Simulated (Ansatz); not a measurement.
End structure of S on the 1x1 (111) surface of fcc Ag, one in a 1x1 cell, started at the site 'top Ag':

```yaml
crystal:
  lattice:
    - [2.93338, 0.00000, 0.00000]
    - [-1.46669, 2.54038, 0.00000]
    - [0.00000, 0.00000, 26.50000]
  atoms:
    - { symbol: Ag, position: [0.33333, 0.66667, 0.36572] }
    - { symbol: Ag, position: [0.66667, 0.33333, 0.45551] }
    - { symbol: Ag, position: [0.00000, 0.00000, 0.54524] }
    - { symbol: Ag, position: [0.33333, 0.66667, 0.63408] }
    - { symbol: S, position: [0.33333, 0.66667, 0.72748] }
```

Set-up: 5 atoms, 7.1 Å thick at the start under the adsorbate (thin: gaps and levels are the slab's own); mesh 12x12x1; 0.1 eV smearing; dipole correction on; 2 atoms held, the rest relaxed; start symmetry kept, larger cells not searched; spin-polarised, no spin-orbit, no U, no dispersion correction. The starting moment vanished. At the end it is bonded to Ag. In PBE this state lies 0.05 eV over the lowest of the starts that converged ('hollow Ag-Ag-Ag over Ag at depth 2.4 Å').

A negative adsorption energy means that the adsorbate is more stable on the surface than in its reference.

### Question
Estimate the change of the step from the bottom to the top vacuum level, against the clean slab that PBE in Ansatz (a first-principles code) returns for this input.

### Answer
1.58 eV

### Question
What is the computed adsorption energy against ⅛ S8(g) (PBE)?

### Answer
0.63 eV

### Question
Estimate the change of the work function that PBE returns for this input.

### Answer
1.52 eV

### Question
Give the work function of the top face at the level PBE.

### Answer
5.96 eV
